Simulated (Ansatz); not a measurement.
The parent structure is Mo in the bcc (W type) structure (space group Im-3m, No. 229; a = 3.151 Å).

Level of theory: Ansatz (a first-principles code) r2SCAN, scalar-relativistic without spin-orbit coupling, earlier PAW set.

One change was made to it. Results:

| quantity | base | after |
|---|---|---|
| lattice parameter a | 3.151 Å | 3.140 Å |
| band gap | zero | zero |

### Question
Name the change that was made.
(A) Mo → Pt
(B) Mo → Pb
(C) Mo → Ru

### Answer
A, Mo → Pt. For comparison, the lattice parameter a in the other runs: Mo → Pb gives 3.963 Å; Mo → Ru gives 3.033 Å.

Whether these cells are dynamically stable was not tested. As relaxed here, Ru is a hypothetical phase, not in the database extracts checked. For Pt and Pb in this form, whether it has been made was not checked. All final runs are without spin polarisation. Ru has a high density of states at the Fermi level and may be magnetic at this level. This is not the structure that Pt has at room temperature and ambient pressure. This is not the structure that Pb has at room temperature and ambient pressure.
